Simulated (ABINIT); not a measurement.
Worked example: self-consistent single point of BaB6 (Pm-3m, 7 atoms in the cell) in ABINIT.

Level of theory: LDA (PW92), norm-conserving pseudopotentials (PseudoDojo nc-sr-04 LDA standard) (plane waves; ABINIT).

```yaml
crystal:
  lattice:
    - [4.23065, 0.00000, 0.00000]
    - [0.00000, 4.23065, 0.00000]
    - [0.00000, 0.00000, 4.23065]
  atoms:
    - { symbol: Ba, position: [0.00000, 0.00000, 0.00000] }
    - { symbol: B, position: [0.20566, 0.50000, 0.50000] }
    - { symbol: B, position: [0.79434, 0.50000, 0.50000] }
    - { symbol: B, position: [0.50000, 0.20566, 0.50000] }
    - { symbol: B, position: [0.50000, 0.79434, 0.50000] }
    - { symbol: B, position: [0.50000, 0.50000, 0.20566] }
    - { symbol: B, position: [0.50000, 0.50000, 0.79434] }
```

Reference input (self-consistent single point, DFT, LDA (PW92), plane waves, norm-conserving pseudopotentials (PseudoDojo nc-sr-04 LDA standard)): pseudos = [Ba.upf, B.upf]; ecut = 1034 eV; occopt = 7; tsmear = 0.00367493 Ha; ngkpt = 10 10 10; nshiftk = 1; shiftk = 0 0 0; potentials = PseudoDojo nc-sr-04 LDA standard; nband = 19; kptopt = 1; nstep = 50; tolvrs = 1e-10. This run's input differs from it in these lines:

```diff
@@ -25,3 +25,3 @@
 kptopt 1
-ngkpt 10 10 10
+ngkpt 5 5 5
 nshiftk 1
```

Output (repeated stretches shortened):

```
--- !BeginCycle
solver: {iscf: 7, nstep: 50, nline: 4, wfoptalg: 0, }
tolerances: {tolvrs: 1.00E-10, }
...

     iter   Etot(hartree)      deltaE(h)  residm     vres2
 ETOT  1  -45.737366454786    -4.574E+01 3.709E-02 2.361E+03
 ETOT  2  -45.937700916825    -2.003E-01 9.716E-03 1.924E+01
 ETOT  3  -45.940300891015    -2.600E-03 3.864E-03 2.454E+00
 ETOT  4  -45.940550940959    -2.500E-04 2.606E-03 9.601E-02
 ETOT  5  -45.940571685261    -2.074E-05 1.985E-03 1.441E-02
   [... 10 lines left out ...]
 ETOT 16  -45.940575390572    -4.704E-12 4.851E-05 4.386E-09
 ETOT 17  -45.940575390571     1.002E-12 2.647E-05 1.457E-09
 ETOT 18  -45.940575390572    -1.101E-12 2.310E-05 2.855E-10
 ETOT 19  -45.940575390572     5.898E-13 1.240E-05 4.399E-11
 At SCF step   19       vres2   =  4.40E-11 < tolvrs=  1.00E-10 =>converged.

 Cartesian components of stress tensor (hartree/bohr^3)
  sigma(1 1)=  8.53376853E-05  sigma(3 2)=  0.00000000E+00
  sigma(2 2)=  8.53376853E-05  sigma(3 1)=  0.00000000E+00
  sigma(3 3)=  8.53376853E-05  sigma(2 1)=  0.00000000E+00

 ----iterations are completed or convergence reached----

 reduced coordinates (array xred) for    7 atoms
       0.000000000000      0.000000000000      0.000000000000
       0.205659999994      0.500000000000      0.500000000000
       0.794340000006      0.500000000000      0.500000000000
       0.500000000000      0.205659999994      0.500000000000
       0.500000000000      0.794340000006      0.500000000000
       0.500000000000      0.500000000000      0.205659999994
   [... lines left out ...]
 Fermi (or HOMO) energy (hartree) =   0.26182   Average Vxc (hartree)=  -0.41200
 Fermi (or HOMO) energy (eV) =   7.12446   Average Vxc (eV)= -11.21120
   [... lines left out ...]
total_energy        : -4.59405753905718E+01
total_energy_eV     : -1.25010663170212E+03
band_energy         : -7.86794856780668E-01
...

-Cartesian components of stress tensor (GPa)         [Pressure= -2.5107E+00 GPa]
- sigma(1 1)=  2.51072096E+00  sigma(3 2)=  0.00000000E+00
- sigma(2 2)=  2.51072096E+00  sigma(3 1)=  0.00000000E+00
- sigma(3 3)=  2.51072096E+00  sigma(2 1)=  0.00000000E+00

 Calculation completed.
```

The run converged in 19 iterations. Against the reference run the free energy stays essentially unchanged (within 1 meV/atom), the pressure moves little (-2.46 to -2.51 GPa) and the largest force goes from 0.090 to 0.139 eV/Å.

The starting cell comes from a database of computed structures (which also holds hypothetical and non-ambient phases and stackings), without a prior relaxation at this level. Its lattice was rescaled by a random factor within 2.5 % of one.

Cost on one core of a shared machine: roughly 2 min.
